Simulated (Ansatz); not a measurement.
**BeTe in the zinc blende structure (space group F-43m, No. 216)**

```cif
data_BeTe
_chemical_formula_sum 'Te1 Be1'
_space_group_name_H-M_alt 'P 1'
_space_group_IT_number 1
_cell_length_a 3.96303
_cell_length_b 3.96303
_cell_length_c 3.96303
_cell_angle_alpha 60.000
_cell_angle_beta 60.000
_cell_angle_gamma 60.000
loop_
_space_group_symop_operation_xyz
  'x, y, z'
loop_
_atom_site_label
_atom_site_type_symbol
_atom_site_fract_x
_atom_site_fract_y
_atom_site_fract_z
_atom_site_occupancy
Te1 Te 0.75000 0.75000 0.75000 1
Be1 Be 0.00000 0.00000 0.00000 1
```

Method: PBEsol (Ansatz, a first-principles code, PAW, no SOC), earlier PAW set. Γ-centred 10×10×10 mesh, Fermi–Dirac width 0.05 eV.

```yaml
volume_per_atom: 22.01 Å³
density: 5.15 g/cm³
band_gap: 1.84 eV, indirect, Γ → X
electron_mass: 1.4 mₑ along k, 0.25 mₑ across
Hole mass (degenerate bands, along [100]): 0.20, 0.33, 0.33 mₑ
Lowest conduction-band minima above the VBM: X along ⟨100⟩ 1.84 eV; L along ⟨111⟩ 3.08 eV
total_energy: -3496.327 eV/atom (σ→0; compares only within this code and set-up)
```

With Te present, leaving out spin-orbit coupling can change the band edges. Masses are band curvatures over ±0.01 Å⁻¹ around the edge. Along k means along the line from Γ to the band edge. No phonon test of stability was made.
